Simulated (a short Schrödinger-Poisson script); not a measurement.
Structure: symmetric double-gate stack, SiO2 on p-type Ge(111), at 77 K.

| layer | material | thickness (nm) | Na (cm⁻³) |
|---|---|---|---|
| 1 | SiO2 | 3.5 | - |
| 2 | Ge | 6 | 9e16 |
| 3 | SiO2 | 3.5 | - |

The device is made up for the run: typed textbook-type constants, with dimensions and the other settings drawn at random. SiO2: permittivity 3.9, conduction-band edge (eV) 3.1, gap (eV) 9, electron mass (mₑ) 0.5. Ge: permittivity 16, conduction-band edge (eV) 0, gap (eV) 0.664, Nv at 300 K (cm⁻³) 6e18.

Channel valleys (confinement mass, in-plane density-of-states mass, number): L1 1.59, 0.08, 1; L3 0.09, 0.34, 3. At the gates, both at one voltage, the conduction-band edge of layer 1 lies 3.15 eV − eVg above the Fermi level of the channel. Gaps are held at their typed values at every temperature. Mesh 0.03 nm at interfaces.

From a short Schrödinger-Poisson script (our own, NumPy): 1D Poisson equation in equilibrium, electrons classical, Boltzmann, parabolic valleys, classical holes, full ionisation, no traps, pinning or gate leakage.

The same stack at other levels of the model or other numerical settings:

| run | sheet density of all electrons at Vg = 2.25 V (cm⁻²) | sheet density of all electrons at Vg = 0.45 V (cm⁻²) | capacitance of both gates at Vg = 2.25 V (μF/cm²) | rough cost against the base |
|---|---|---|---|---|
| base | 2.64e13 | 4.57e12 | 1.96 | about 1 |
| electrons treated as classical, Fermi-Dirac | 2.49e13 | 4.35e12 | 1.85 | 2 |
| electrons treated as quantum, Hartree | 2.32e13 | 3.71e12 | 1.78 | 20 |
| mesh six times as coarse | 2.62e13 | 4.55e12 | 1.94 | about 1 |

The classical rows ignore confinement, and Boltzmann statistics overrate the density once the band edge passes the Fermi level.

Only the L valleys are kept; under strong confinement the Δ valleys of Ge fill too.
